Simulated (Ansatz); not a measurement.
Consider BeTe in the zinc blende structure (space group F-43m, No. 216; a = 5.657 Å).

The values are results of Kohn–Sham DFT with the r2SCAN functional, run in Ansatz (a program for electronic structure) with PAW and 500 eV plane waves, without spin-orbit coupling, not measurements.

For the base:

| Property | Result |
|---|---|
| Gap between the host's bands | 2.38 eV |
| Gap character | indirect, Γ → X |

Modification: 0.0679 electrons added to each cell, a density of 1.5×10^21 cm⁻³, with a uniform compensating background at fixed cell and a 300 K Fermi–Dirac width.

### Question
What happens to the Fermi level from band edge, gap between the host's bands and gap character?

### Answer
The Fermi level relative to the doped band's edge (positive inside the band; to 0.05 eV) amounts to +0.40 eV; the gap between the host's bands falls by 0.024 eV to 2.35 eV; the gap character is still indirect, Γ → X.

Charged cell with a jellium background: band edges are those of the host's band count, energies are not comparable with the neutral cell, and many-body gap narrowing is missing. With Te present, leaving out spin-orbit coupling can change the band edges. Whether these cells are dynamically stable was not tested.
